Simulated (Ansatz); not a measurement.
**What uniaxial strain ε_zz = −1.00 % does to CuI**

Base system: CuI in the zinc blende structure (space group F-43m, No. 216; a = 5.8619 Å). Axes: x, y, z lie along the cube axes.

Modification: uniaxial strain ε_zz = −1.00 %, all other strain components held at zero; the atoms relax in the strained cell.

Method: Kohn–Sham DFT with the LDA functional, run in Ansatz (an electronic-structure program) with PAW and 420 eV plane waves, scalar-relativistic without spin-orbit coupling. k-mesh 10×10×10 (Γ-centred); smearing 0.05 eV (Fermi–Dirac).

- Volume per atom: 24.93 Å³ (base 25.18 Å³)
- Space group: I-4m2 (No. 119) (base F-43m (No. 216))
- Energy relative to the base (free energy F): +0.6 meV/atom
- Pressure (mean of the normal stresses, compression positive): 0.58 GPa (base 0.00 GPa)
- Band gap: 1.24 eV (base 1.22 eV)
- Gap character: direct at Γ (base direct at Γ)
- Electron mass: 0.14 mₑ (at Γ) (base 0.14 mₑ (at Γ))
- Hole mass: 0.19 mₑ along z, 0.58 mₑ across (at Γ)
- Valence-band top at Γ (three highest levels, from the VBM): 0.00, -0.02, -0.02 eV (base 0.00, 0.00, 0.00 eV)
- Valley order (the lowest conduction-band minima on the path, energy above the VBM, named in the base's zone): Γ 1.24 eV; L along [1-11] 2.11 eV; X along [001] 2.34 eV; X along [100] 2.39 eV (base Γ 1.22 eV; L along ⟨111⟩ 2.12 eV; X along ⟨100⟩ 2.41 eV)
- Stress (xx, yy, zz, yz, xz, xy; compression positive): (0.51, 0.51, 0.72, 0.00, 0.00, 0.00) GPa

Final structure:

```
CuI
1.0
    0.00000     2.93094     2.90163
    2.93094     0.00000     2.90163
    2.93094     2.93094     0.00000
Cu I
1 1
Direct
  0.00000   0.00000   0.00000
  0.25000   0.25000   0.25000
```

With I present, leaving out spin-orbit coupling can change the band edges. Masses are band curvatures over ±0.01 Å⁻¹ around the edge. Whether these cells are dynamically stable was not tested. All final runs are without spin polarisation. k-point labels follow each cell's own Brillouin zone.
